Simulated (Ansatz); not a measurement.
Take BeS in the zinc blende structure (space group F-43m, No. 216; a = 4.8381 Å) as the base. Axes: x, y, z lie along the cube axes.

Calculations: PBEsol (Ansatz, a first-principles code), without spin-orbit coupling.

For the base:

- Valley order: X along ⟨100⟩ 2.91 eV

The change: uniaxial strain ε_zz = +1.00 %, all other strain components held at zero, atoms relaxed at fixed cell.

Task: Predict the new valley order.

Result: The valley order (the lowest conduction-band minima on the path, energy above the VBM, named in the base's zone) goes from X along ⟨100⟩ 2.91 eV to X along [010] 2.89 eV; X along [001] 2.96 eV.

The levels and masses belong to the bands next to the band gap. Whether these cells are dynamically stable was not tested.
